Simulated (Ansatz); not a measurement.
A computed series for BaTiO3: response to strain

Take BaTiO3 in the cubic perovskite structure (space group Pm-3m, No. 221; a = 3.994 Å) as the base. Axes: x, y, z lie along the cube axes.

Strains are applied to the cell and any free atomic positions relax; under biaxial strain the out-of-plane vector relaxes too.

Computed with r2SCAN in Ansatz (plane waves to 500 eV, PAW, no SOC).

Notes on the quantities. energy relative to the base: free energy F; pressure: mean of the normal stresses, compression positive.

```csv
case,band gap,energy relative to the base,gap character,pressure,space group
base,2.17 eV,0 meV/atom,"indirect, R → Γ",0.00 GPa,Pm-3m (No. 221)
"biaxial strain +2.83 %, plane normal [110], relaxed out of plane",1.93 eV,+23 meV/atom,"indirect, T → Γ",-6.52 GPa,Cmmm (No. 65)
isotropic strain −3.00 %,2.39 eV,+65 meV/atom,direct at Γ,20.25 GPa,Pm-3m (No. 221)
isotropic strain −2.92 %,2.39 eV,+61 meV/atom,direct at Γ,19.59 GPa,Pm-3m (No. 221)
isotropic strain −0.60 %,2.22 eV,+2.4 meV/atom,"indirect, R → Γ",3.40 GPa,Pm-3m (No. 221)
uniaxial strain ε_xx = +4.16 %,1.99 eV,+19 meV/atom,"indirect, A → Γ",-6.36 GPa,P4/mmm (No. 123)
uniaxial strain ε_yy = +1.08 %,2.12 eV,+1.4 meV/atom,"indirect, A → Γ",-1.87 GPa,P4/mmm (No. 123)
uniaxial strain ε_zz = +0.96 %,2.13 eV,+1.1 meV/atom,"indirect, A → Γ",-1.67 GPa,P4/mmm (No. 123)
```

Stability against distortions was not tested. The final runs are not spin-polarised. Many cubic perovskites are stable only at high temperature; tilts and polar distortions were not tested. This is not the structure that BaTiO3 has at room temperature and ambient pressure. k-point labels follow each cell's own Brillouin zone.

Ansatz is an electronic-structure program.
